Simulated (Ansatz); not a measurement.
System: CsCl-type HfOs. Method: r²SCAN in Ansatz (PAW).

Run with plane-wave cutoff 560 eV, 18×18×18 k mesh, Fermi–Dirac smearing 0.05 eV, no spin polarisation, scalar-relativistic PAW data made under PBE.

Computed at the level's own relaxed cell.

**Question.** Estimate the lattice constant a and bulk modulus B0 that the calculation returns.

**Answer.** 
- lattice constant a: 3.245 Å
- bulk modulus B0: 235 GPa

The run finds no gap.

Note: the bulk modulus is −V dP/dV from two relaxed cells at ±2 % in volume.

Spin–orbit coupling is not included.

The computed numbers hold no vibrational or temperature effects.

Cost on a shared machine: around 90 core-seconds (rough).

Ansatz is a quantum-chemistry and plane-wave program.
